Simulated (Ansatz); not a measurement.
Structures of equal composition on the (110) surface of germanium: Sb on one of 2 atoms of the third shell, no caps; Sb on one of 2 surface atoms, no caps; Sb on one of 2 atoms under the surface, no caps. The slabs share one bottom face, and each structure is named by its start. These are constructed structures in small cells; real faces may alloy, dewet or reconstruct in larger ones, and not all known structures of the face are among them. Slabs of about 16 Å with all that they carry, Fermi-Dirac smearing of 0.025 eV. Bottom of the slabs: built like the top, H on every dangling bond, free. Relaxed from the named starts with such symmetry as they have, on meshes of like density; energies extrapolated to zero smearing; no spin-orbit coupling, no U. Spin-polarised runs, if any, are marked in brackets, and their order is one that fits the cell; the others ran without spin. Where a second, spin-polarised start was run, the lower counts.

These are PBE (plane waves to 420 eV, PAW; Ansatz, a first-principles code) values and carry that method's errors.

Task: Order them by energy per 1x1 cell (lowest first) at the level PBE.

Result: Sb on one of 2 surface atoms, no caps (0.000 eV [spin start, no net moment], no gap over 0.04 eV on the mesh), Sb on one of 2 atoms under the surface, no caps (0.542 eV (like top atoms buckled by 1.0 Å) [spin start, no net moment], no gap over 0.04 eV on the mesh), Sb on one of 2 atoms of the third shell, no caps (1.017 eV [spin start, no net moment], no gap over 0.04 eV on the mesh)
